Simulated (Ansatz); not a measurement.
## Mg2Sn: Sn vacancy, symmetric start

Start from a 12-atom supercell of Mg₂Sn (space group Fm-3m, No. 225; a = 6.7460 Å) at its relaxed geometry.

Modification: a neutral Sn vacancy, symmetric start, atoms relaxed at fixed cell.

Computed with PBEsol, PAW, 420 eV (Ansatz, a program for electronic structure; no SOC). k-mesh 5×5×5 (Γ-centred); smearing 0.05 eV (Fermi–Dirac).

| quantity | base | changed | shift |
|---|---|---|---|
| pressure | 0.0 GPa | -1.6 GPa | -1.6 GPa |
| energy gained by relaxation | – | 0.13 eV | – |
| mean distance from the defect site to its nearest host atoms | 2.92 Å | 2.83 Å | -0.09 Å |

In so small a cell the defect repeats every few ångströms: this is an ordered compound, not a dilute defect. The defect started on the symmetric site and kept its symmetry, so it may sit on a saddle. The defect cell is not spin-polarised.
